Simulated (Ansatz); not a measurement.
We consider SiC (model structure, started from the GeS type, Pnma, No. 62, 8 atoms in the cell), described by r²SCAN in Ansatz (PAW).

Run with plane-wave cutoff 560 eV, 8×18×16 k mesh (along the axes of the cell as run), Fermi–Dirac smearing 0.05 eV, scalar-relativistic PAW data made under PBE.

Cell (relaxed at this level):

```
CSi
1.0
    5.78481     0.00000     0.00000
    0.00000     3.12486     0.00000
    0.00000     0.00000     5.18453
Si C
4 4
Direct
  0.15938   0.25000   0.40433
  0.34062   0.75000   0.90433
  0.84062   0.75000   0.59567
  0.65938   0.25000   0.09567
  0.82336   0.25000   0.39693
  0.67664   0.75000   0.89693
  0.17664   0.75000   0.60307
  0.32336   0.25000   0.10307
```

**Question.** What does this level give for the band gap and bulk modulus B0?

**Answer.** 
* **band gap**: 3.02 eV (on the SCF k mesh)
* **bulk modulus B0**: 156 GPa

Note: the bulk modulus is −V dP/dV from two relaxed cells at ±2 % in volume; the relaxation could raise the start's symmetry but not lower it, so the cell can be a saddle point.

Computed values are for the static lattice.

Cost on a shared machine: very roughly 30 core-minutes.

A model structure was made by putting elements into a prototype or built by hand; it is no filed structure, need not be a known phase, and can be a saddle point held by its symmetry.

Ansatz is a quantum-chemistry and plane-wave program.
